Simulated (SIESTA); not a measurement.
**How far to go with the k-point mesh: MoTe2 (P3m1, 6 atoms in the cell)**

```xyz
6
Lattice="1.7653 -3.0576 0.0000 1.7653 3.0576 0.0000 0.0000 0.0000 14.0019" Properties=species:S:1:pos:R:3 pbc="T T T"
Te     1.7653     1.0192    12.3577
Te     1.7653    -1.0192     5.3067
Te     1.7653    -1.0192     1.6942
Te     1.7653     1.0192     8.6952
Mo     1.7653     1.0192     3.5005
Mo     1.7653    -1.0192    10.5014
```

Level of theory: LDA PW92, numerical atomic orbitals DZP, PseudoDojo LDA standard norm-conserving potentials (rewritten from UPF to PSML) (SIESTA).

Base settings: XC.functional = LDA; XC.authors = PW92; potentials = PseudoDojo LDA standard; PAO.BasisSize = DZP; PAO.EnergyShift = 0.01 Ry; MeshCutoff = 400 Ry; kgrid.MonkhorstPack = 4 4 1; OccupationFunction = FD; ElectronicTemperature = 0.01 eV; MaxSCFIterations = 150.

The second cell is the first with its lattice scaled by 0.98.

Only quantities that move along the ladder and can be compared are tabulated.

Core times come from one kind of shared machine, to one figure; runs under 30 s give none.

The starting cell has typed, rounded lattice constants, without a prior relaxation at this level. Its lattice was rescaled by up to half a per cent. One atom was moved a little off its site on purpose. Spin polarisation is off. Values carry the incompleteness of an atom-centred basis. In the base run, with a pressure of about -4 GPa the cell is away from its equilibrium volume at this level.

```csv
kgrid.MonkhorstPack,free energy less the last step's (meV/atom),energy of the compressed cell less the first (meV/atom),pressure (GPa),largest difference of a force vector from the last step's (eV/Å),core time / last (rough)
2 2 1,278.46,9.37,-2.35,0.183,0.1
3 3 1,-20.11,-4.40,-3.72,0.275,0.1
4 4 1,-8.55,-3.98,-3.71,0.036,0.2
5 5 1,10.04,-1.83,-3.50,0.041,0.2
6 6 2,0.23,-3.96,-3.71,0.004,0.1
8 8 2,0.24,-3.92,-3.70,0.001,0.2
10 10 3,0.00,-3.98,-3.71,0.000,0.2
13 13 3,0.00,-3.99,-3.71,0.000,0.3
15 15 4,0.00,-3.99,-3.71,0.000,0.5
17 17 4,0.00,-3.99,-3.71,0.000,0.5
21 21 5,0.00,-3.99,-3.71,0.000,1
```

Coarsest kgrid.MonkhorstPack that holds the pressure within 0.1 GPa of the last step, with all finer ones: 6 6 2, at about 0.1 of the last step's time; the step before is off by 0.21 GPa.

Coarsest kgrid.MonkhorstPack that holds the forces within 0.005 eV/Å of the last step, with all finer ones: 6 6 2, at about 0.1 of the last step's time; the step before is off by 0.041 eV/Å.

Coarsest kgrid.MonkhorstPack that holds the free energy within 0.5 meV/atom of the last step, with all finer ones: 6 6 2, at about 0.1 of the last step's time; the step before is off by 10 meV/atom.
